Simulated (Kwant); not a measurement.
Device: wire with an abrupt hard-wall neck in a Si two-dimensional gas. Effective mass 0.19 mₑ, grid spacing 5 nm, hard walls, nominal width 100 nm (19 grid rows, so walls 100 nm apart), one parabolic valley, scattering region 300 nm long along x; energies count from the band bottom; Fermi energy swept from 9.8955e-05 to 0.00585 eV. Central neck 50 nm wide and 33 nm long.

Constants are typed, rounded textbook-type inputs, not results; the design itself was drawn at random and stands for no fabricated device.

Computed with Kwant: effective-mass tight-binding model on a square grid, one spin, coherent transport at 0 K. Conductance is in e²/h.

Sweep values stay those of the base run.

The neck length was swept, all else fixed.

| neck length (nm) | G (e²/h) at E = 1.516 meV | mean G (e²/h) over the sweep | G (e²/h) at E = 2.933 meV | G (e²/h) at E = 5.850 meV |
|---|---|---|---|---|
| 9.9 | … | … | … | … |
| 16 | 0.98 | 1.36 | 1.27 | 2.13 |
| 33 | 0.99 | 1.31 | 1.09 | 2.00 |
| 50 | 0.96 | 1.31 | 1.06 | 2.00 |

What belongs in the gaps?


- 9.9, G (e²/h) at E = 1.516 meV: 1.03
- 9.9, mean G (e²/h) over the sweep: 1.48
- 9.9, G (e²/h) at E = 2.933 meV: 1.47
- 9.9, G (e²/h) at E = 5.850 meV: 2.38
